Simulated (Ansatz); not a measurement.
Start from MoS2 in the fluorite structure (space group Fm-3m, No. 225; a = 5.845 Å; ferromagnetic; a hypothetical phase, not in the database extracts checked; relaxed with 0.1 eV smearing). Axes: x, y, z lie along the cube axes.

The change: biaxial strain +1.41 %, plane normal [001], relaxed out of plane (Cartesian); in-plane vectors clamped, the third vector and the atoms free.

Levels (all Ansatz, a first-principles code, PAW): PBEsol (420 eV, no spin-orbit coupling); r2SCAN (500 eV, without spin-orbit coupling).

The geometry is relaxed with PBEsol.

```
Item                               Result
--------------------------  -------------
PBEsol largest site moment        1.14 μB
PBEsol pressure                  -2.0 GPa
PBEsol magnetic state       ferromagnetic
```

**Question.** How does going to r2SCAN change the largest site moment, pressure and magnetic state?

**Answer.** The largest site moment goes up by 0.30 μB, from 1.14 μB to 1.44 μB; the pressure increases by 8.0 GPa, from -2.0 GPa to 6.0 GPa; the magnetic state is still ferromagnetic.

The magnetic state is the one reached from the starting moments; the real material's order can differ, and small cells can't hold many antiferromagnetic ones. Single points use the geometry relaxed with PBEsol. Their cutoffs differ, which shifts pressures a little. Whether these cells are dynamically stable was not tested.
